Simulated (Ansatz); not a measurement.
The starting structures come from a database of crystals and need not be the phases stable at ambient conditions.

 Where the default PAW files enter, the runs use the earlier of Ansatz's two default sets.

```yaml
crystal:
  lattice:
    - [4.67575, 0.00000, 0.00000]
    - [2.29233, 4.07528, 0.00000]
    - [0.00000, 0.00000, 7.63690]
  atoms:
    - { symbol: Cd, position: [0.15153, 0.15153, 0.00017] }
    - { symbol: Cd, position: [0.84847, 0.84847, 0.50017] }
    - { symbol: Te, position: [0.81781, 0.81781, 0.12483] }
    - { symbol: Te, position: [0.18219, 0.18219, 0.62483] }
```

Space group of this cell: Cmc2_1. The cell is taken as given; by r2SCAN its mean pressure is -1.2 GPa.

Transport runs along the normal of the first two printed cell vectors.

The gap is the functional's own. No spin-orbit coupling. Mid-gap values are interpolated on the energy grid.

**Question.** Compute, with r2SCAN run with Ansatz (a quantum-chemistry and plane-wave program), the band gap and the smallest decay constant κ at mid-gap.

**Answer.** Gap 1.10 eV on a 8×8×4 mesh; κ = 0.076 1/Å, at the zone centre.
